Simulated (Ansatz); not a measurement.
The structure below was relaxed with Ansatz (a program for electronic structure), r2SCAN, PAW, cutoff 500 eV, spin-orbit coupling left out.

Space group Cc (No. 9); a = 9.3895 Å, b = 5.4223 Å, c = 5.9460 Å, α = 90.00°, β = 121.76°, γ = 90.00°

| atom | site | symmetry | x | y | z |
|---|---|---|---|---|---|
| Al | 4a | 1 | 0.4162 | 0.0831 | 0.4958 |
| Ga | 4a | 1 | 0.0825 | 0.0850 | 0.4982 |
| Al | 4a | 1 | 0.2491 | 0.5823 | 0.4993 |
| N | 4a | 1 | 0.2148 | 0.0879 | 0.8835 |
| N | 4a | 1 | 0.3712 | 0.4136 | 0.3761 |
| N | 4a | 1 | 0.0411 | 0.4246 | 0.3715 |

Question: Write out a cell with all atoms.

Answer: 
```xyz
24
Lattice="9.3895 0.0000 0.0000 0.0000 5.4223 0.0000 -3.1296 0.0000 5.0557" Properties=species:S:1:pos:R:3 pbc="T T T"
Al     5.4859     2.2608     5.0346
Ga    -2.3494     4.9614     5.0464
Al    -0.7885     2.2650     5.0523
Al     7.0507     3.1615     2.5068
Ga    -0.7845     0.4608     2.5186
Al     0.7763     3.1573     2.5244
N      5.5115     2.2343     1.9388
N      2.3080     2.2426     1.9012
N     -0.7773     2.3025     1.8784
N     -2.3421     3.1198     4.4062
N      3.9467     3.1880     4.4666
N      0.7432     3.1797     4.4291
Al     0.7911     4.9720     5.0346
Ga     2.3454     2.2503     5.0464
Al     3.9062     4.9762     5.0523
Al     2.3560     0.4503     2.5068
Ga     3.9102     3.1720     2.5186
Al     5.4710     0.4461     2.5244
N      0.8168     4.9454     1.9388
N      7.0028     4.9538     1.9012
N      3.9175     5.0136     1.8784
N      2.3527     0.4086     4.4062
N     -0.7480     0.4769     4.4666
N      5.4379     0.4685     4.4291
```
This is the conventional cell.

These are small ordered cells, not random alloys; other orderings at the same x differ. Stability against distortions was not tested. The cell was made from AlN by this change: x(Ga) = 0.333, 12 atoms, Cc.
